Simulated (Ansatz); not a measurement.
Cell and atoms of amorphous Hf20O30:

```
Hf2O3
1.0
    8.38749     0.09523     0.11213
    0.09523     8.67477     0.10545
    0.11213     0.10545     8.53460
Hf O
20 30
Direct
  0.54664   0.00415   0.32161
  0.34829   0.54050   0.99912
  0.76577   0.03152   0.70477
  0.92509   0.07187   0.07458
  0.63348   0.77888   0.00901
  0.47036   0.32383   0.65093
  0.02756   0.49027   0.12728
  0.24485   0.85366   0.17135
  0.00385   0.37010   0.79051
  0.04717   0.75911   0.83827
  0.45804   0.61048   0.34020
  0.13922   0.52731   0.47212
  0.84434   0.30669   0.44410
  0.35296   0.30611   0.28768
  0.65872   0.40771   0.09076
  0.16278   0.06537   0.48444
  0.72824   0.62841   0.63086
  0.36495   0.77652   0.65878
  0.37020   0.15266   0.96373
  0.88605   0.76624   0.32069
  0.72329   0.37183   0.64873
  0.70700   0.09848   0.46818
  0.87604   0.55134   0.44301
  0.53435   0.10737   0.77048
  0.64497   0.76535   0.41990
  0.74967   0.93130   0.18313
  0.84748   0.20028   0.88810
  0.48975   0.56661   0.62236
  0.50052   0.36925   0.90195
  0.46116   0.94077   0.06756
  0.03544   0.75128   0.09110
  0.15244   0.03071   0.00198
  0.17623   0.92580   0.68135
  0.59845   0.80529   0.76247
  0.03865   0.96639   0.30793
  0.84788   0.90611   0.90404
  0.54095   0.19625   0.15090
  0.88103   0.82494   0.60434
  0.23079   0.32572   0.07668
  0.35719   0.86747   0.41329
  0.87491   0.58239   0.81716
  0.60778   0.40333   0.34700
  0.87213   0.28207   0.18966
  0.78769   0.61035   0.14228
  0.17403   0.61396   0.68069
  0.24451   0.28506   0.76103
  0.39782   0.15987   0.48728
  0.96334   0.15604   0.61024
  0.10953   0.29707   0.38147
  0.29693   0.75603   0.90423
```

The numbers are results of PBE, scalar-relativistic without spin-orbit coupling (plane waves to 420 eV, PAW; Ansatz, an electronic-structure program), not measurements. Neutral PBE cell, which sets geometry, pressure and energy: sampling: a 2×2×2 Γ-centred mesh; Fermi-Dirac width 0.1 eV; no spin polarisation. The usual formal charges leave 20 electrons over, so the level spacing at the Fermi energy parts defect or band states and needn't be the band gap.

The cell was made by melting and quenching with the CHGNet potential and then relaxed with DFT. O atoms were pushed apart under 1.9 Å during the dynamics, to hinder bonds among them. The hot cell started wider than the set density and was brought back towards it in steps. It is the lowest in DFT energy of 3 quenches. It is a model cell: composition and starting density were chosen by hand, and all elements were melted together. No dispersion term was used. Its density started from a set value of 10.74 and ended at 10.83 g/cm³. The simulated quench (nominally 230 K/ps over its main leg) is rapid and tends to freeze in more defects than a deposited or slowly cooled glass has. A cell of this size samples the disorder only roughly. Volume and shape were free in the relaxation.

Problem. Give the pressure, the energy against reference phases and the spacing of the highest filled and lowest empty levels.

Solution. 
```yaml
Pressure on a 2×2×2 Γ-centred mesh: 0.07 GPa
Largest force and stress component on that mesh (the relaxation ran on one k-point at (1/4, 1/4, 1/4)): 0.17 eV/Å and 0.1 GPa
Energy relative to HfO2 (P2_1/c) + hcp Hf (lowest mix at this level among the phases computed, not always the ambient ones): 0.257 eV/atom
Level spacing at the Fermi energy on a 2×2×2 Γ-centred mesh (PBE): within the smearing (under twice its width)
```

Problem. At PBE and the zone centre, how localised are the states just below and above the Fermi level (participation number: the atoms over which a state spreads)?

Solution. The highest filled state is spread over 20.3 atoms' worth, largest on Hf5, with weights by element (charge in smoothed Voronoi cells) Hf 0.69, O 0.31. The lowest empty state is spread over 22.4 atoms' worth, largest on Hf7, with weights by element (charge in smoothed Voronoi cells) Hf 0.69, O 0.31.

The spare electrons fill defect levels or the bottom of the conduction band, and the levels at the Fermi energy are partly filled.

Neighbours within Hf-Hf 3.34 Å, Hf-O 2.62 Å, O-O 1.58 Å count as bonded. Two cations that share two anions don't count as bonded, nor two that share one unless they lie closer than Hf-Hf 3.25 Å.

A PBE run started with 1 μB on atoms that lack a bond or may hold spare charge lost its moments; other starts weren't tried.
